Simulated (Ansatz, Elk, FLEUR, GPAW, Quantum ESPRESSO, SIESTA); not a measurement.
## One structure in several programs: ZnFe₃C (Pm-3m, 5 atoms in the cell)

Self-consistent single point.

```yaml
crystal:
  lattice:
    - [3.77289, 0.00000, 0.00000]
    - [0.00000, 3.77289, 0.00000]
    - [0.00000, 0.00000, 3.77289]
  atoms:
    - { symbol: Zn, position: [0.00000, 0.00000, 0.00000] }
    - { symbol: Fe, position: [0.50000, 0.00000, 0.50000], spin: 4.0 }
    - { symbol: Fe, position: [0.00000, 0.50000, 0.50000], spin: 4.0 }
    - { symbol: Fe, position: [0.50000, 0.50000, 0.00000], spin: 4.0 }
    - { symbol: C, position: [0.50000, 0.50000, 0.50000] }
```
(The spins are starting values, not results.)

All programs got the same cell, k-point mesh and kind of occupations, and the same starting moments (in Ansatz's words: kpoints.mp_grid.grid = 7 7 7; magnetization.spin_polarized = true; scf.occupations.method = fermi_dirac; scf.occupations.width = 0.136 eV); potentials, basis and cutoffs are each program's usual ones.

```json
[
 {"code": "GPAW", "model": "PBEsol, GPAW PAW datasets PBEsol (made by gpaw-setup)", "size of the net moment (μB/atom)": "0.83", "k-points": "20", "cutoff": "900 eV"},
 {"code": "FLEUR", "model": "PBEsol, all-electron FLAPW (FLEUR), scalar-relativistic valence", "size of the net moment (μB/atom)": "0.83", "k-points": "20", "cutoff": "Kmax 4.7 1/bohr"},
 {"code": "Quantum ESPRESSO", "model": "PBEsol, GBRV 1.5 ultrasoft (PBESOL) pseudopotentials", "size of the net moment (μB/atom)": "0.86", "k-points": "20", "cutoff": "50 Ry"},
 {"code": "Elk", "model": "PBEsol, all-electron FP-LAPW, Elk's shipped species files, APW+lo basis with extra local orbitals", "size of the net moment (μB/atom)": "0.82", "k-points": "20", "cutoff": "rgkmax 7.5"},
 {"code": "SIESTA", "model": "GGA PBEsol, numerical atomic orbitals DZP, PseudoDojo PBEsol standard norm-conserving potentials (rewritten from UPF to PSML)", "size of the net moment (μB/atom)": "0.86", "k-points": "172", "cutoff": "grid 300 Ry"},
 {"code": "Ansatz", "model": "PBEsol, PAW files made with PBE", "size of the net moment (μB/atom)": "0.83", "k-points": "20", "cutoff": "default"}
]
```

The spread over the programs that give each value: size of the net moment within 0.04 μB/atom.

The starting cell comes from a database of computed structures (which also holds hypothetical and non-ambient phases and stackings), without a prior relaxation at this level. On Ansatz's run: The magnetic order is the one reached from the typed start; others were not searched systematically. In the base run, with a pressure of about -9 GPa the cell is away from its equilibrium volume at this level.

Why do the programs differ, and what cannot be compared?

Differences of this kind can come from the potentials, where these differ, and from what each basis and cutoff leave unconverged. The valence holds different numbers of electrons (GPAW 40, FLEUR 64, Quantum ESPRESSO 72, SIESTA 72, Ansatz (a quantum-chemistry and plane-wave program) 64). The zero of total energies and Fermi levels follows the potentials and each program's conventions, so they are not compared here. SIESTA uses small atom-centred bases, whose incompleteness enters pressures, forces and empty levels differently from a plane-wave cutoff. FLEUR and Elk treat all electrons, but the usual bases taken here (sphere radii, linearisation, local orbitals, empty states) were not tested for convergence, so the values are no reference for the others. Site moments depend on each program's spheres or projections; the total moment of the cell does not. The programs reduce the same mesh by symmetry to different extents, which changes the work and not the result.

Left out of this page: ABINIT (with a known weakness of the program).

Keys are those of Ansatz 0.2.
